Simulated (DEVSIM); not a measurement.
System: abrupt GaAs p-n junction, at 300 K.

```
layer (left to right)  material  thickness (μm)  Nd (cm⁻³)  Na (cm⁻³)  τn (s)  τp (s)
---------------------  --------  --------------  ---------  ---------  ------  ------
1                          GaAs            2.90          -     2.5e18    1e-8    1e-8
2                          GaAs            5.00     9.6e15          -    1e-8    1e-8
```

Left contact: ohmic. Right contact: ohmic. Voltage is applied to the left contact. Recombination: SRH at mid-gap, radiative, Auger. Mobility is μmin + (μ − μmin)/(1 + (N/Nref)^α).

The device is made up for the run: typed textbook-type constants, with dimensions and the other settings drawn at random. Values at 300 K.

```
parameter        GaAs
-------------  ------
gap (eV)        1.424
affinity (eV)    4.07
permittivity     12.9
Nc (cm⁻³)      4.7e17
Nv (cm⁻³)        9e18
μn (cm²/Vs)      8500
μp (cm²/Vs)       400
μn,min            500
μp,min             20
Nref,n           6e16
Nref,p         1.5e17
αn               0.39
αp               0.38
B (cm³/s)       2e-10
Cn (cm⁶/s)      1e-30
Cp (cm⁶/s)      1e-30
```

DEVSIM, 1D drift-diffusion, Boltzmann statistics, complete ionisation; no tunnelling, impact ionisation, image-force lowering or self-heating.

### Question
Tabulate band edges, carrier densities and field at zero bias.

### Answer
Energies count from the Fermi level of the right contact; mesh points crowd at the junctions.

```json
[
 {"x (μm)": "0.000", "Ec (eV)": "1.391", "Ev (eV)": "-0.033", "n (cm⁻³)": "< 1e2", "p (cm⁻³)": "2.5e18", "field (V/cm)": "≈ 0"},
 {"x (μm)": "0.02793", "Ec (eV)": "1.391", "Ev (eV)": "-0.033", "n (cm⁻³)": "< 1e2", "p (cm⁻³)": "2.5e18", "field (V/cm)": "≈ 0"},
 {"x (μm)": "0.08780", "Ec (eV)": "1.391", "Ev (eV)": "-0.033", "n (cm⁻³)": "< 1e2", "p (cm⁻³)": "2.5e18", "field (V/cm)": "≈ 0"},
 {"x (μm)": "0.2161", "Ec (eV)": "1.391", "Ev (eV)": "-0.033", "n (cm⁻³)": "< 1e2", "p (cm⁻³)": "2.5e18", "field (V/cm)": "≈ 0"},
 {"x (μm)": "0.6317", "Ec (eV)": "1.391", "Ev (eV)": "-0.033", "n (cm⁻³)": "< 1e2", "p (cm⁻³)": "2.5e18", "field (V/cm)": "≈ 0"},
 {"x (μm)": "1.382", "Ec (eV)": "1.391", "Ev (eV)": "-0.033", "n (cm⁻³)": "< 1e2", "p (cm⁻³)": "2.5e18", "field (V/cm)": "≈ 0"},
 {"x (μm)": "2.179", "Ec (eV)": "1.391", "Ev (eV)": "-0.033", "n (cm⁻³)": "< 1e2", "p (cm⁻³)": "2.5e18", "field (V/cm)": "≈ 0"},
 {"x (μm)": "2.651", "Ec (eV)": "1.391", "Ev (eV)": "-0.033", "n (cm⁻³)": "< 1e2", "p (cm⁻³)": "2.5e18", "field (V/cm)": "≈ 0"},
 {"x (μm)": "2.797", "Ec (eV)": "1.391", "Ev (eV)": "-0.033", "n (cm⁻³)": "< 1e2", "p (cm⁻³)": "2.5e18", "field (V/cm)": "≈ 0"},
 {"x (μm)": "2.865", "Ec (eV)": "1.391", "Ev (eV)": "-0.033", "n (cm⁻³)": "< 1e2", "p (cm⁻³)": "2.5e18", "field (V/cm)": "≈ 0"},
 {"x (μm)": "2.897", "Ec (eV)": "1.380", "Ev (eV)": "-0.044", "n (cm⁻³)": "< 1e2", "p (cm⁻³)": "1.7e18", "field (V/cm)": "-37000"},
 {"x (μm)": "2.932", "Ec (eV)": "1.167", "Ev (eV)": "-0.257", "n (cm⁻³)": "< 1e2", "p (cm⁻³)": "4.3e14", "field (V/cm)": "-53000"},
 {"x (μm)": "2.998", "Ec (eV)": "0.849", "Ev (eV)": "-0.575", "n (cm⁻³)": "2600", "p (cm⁻³)": "2.0e9", "field (V/cm)": "-44000"},
 {"x (μm)": "3.139", "Ec (eV)": "0.360", "Ev (eV)": "-1.064", "n (cm⁻³)": "4.1e11", "p (cm⁻³)": "< 1e2", "field (V/cm)": "-25000"},
 {"x (μm)": "3.629", "Ec (eV)": "0.101", "Ev (eV)": "-1.323", "n (cm⁻³)": "9.6e15", "p (cm⁻³)": "< 1e2", "field (V/cm)": "≈ 0"},
 {"x (μm)": "4.499", "Ec (eV)": "0.101", "Ev (eV)": "-1.323", "n (cm⁻³)": "9.6e15", "p (cm⁻³)": "< 1e2", "field (V/cm)": "≈ 0"},
 {"x (μm)": "6.097", "Ec (eV)": "0.101", "Ev (eV)": "-1.323", "n (cm⁻³)": "9.6e15", "p (cm⁻³)": "< 1e2", "field (V/cm)": "≈ 0"},
 {"x (μm)": "7.077", "Ec (eV)": "0.101", "Ev (eV)": "-1.323", "n (cm⁻³)": "9.6e15", "p (cm⁻³)": "< 1e2", "field (V/cm)": "≈ 0"},
 {"x (μm)": "7.616", "Ec (eV)": "0.101", "Ev (eV)": "-1.323", "n (cm⁻³)": "9.6e15", "p (cm⁻³)": "< 1e2", "field (V/cm)": "≈ 0"},
 {"x (μm)": "7.781", "Ec (eV)": "0.101", "Ev (eV)": "-1.323", "n (cm⁻³)": "9.6e15", "p (cm⁻³)": "< 1e2", "field (V/cm)": "≈ 0"},
 {"x (μm)": "7.858", "Ec (eV)": "0.101", "Ev (eV)": "-1.323", "n (cm⁻³)": "9.6e15", "p (cm⁻³)": "< 1e2", "field (V/cm)": "≈ 0"},
 {"x (μm)": "7.900", "Ec (eV)": "0.101", "Ev (eV)": "-1.323", "n (cm⁻³)": "9.6e15", "p (cm⁻³)": "< 1e2", "field (V/cm)": "≈ 0"}
]
```
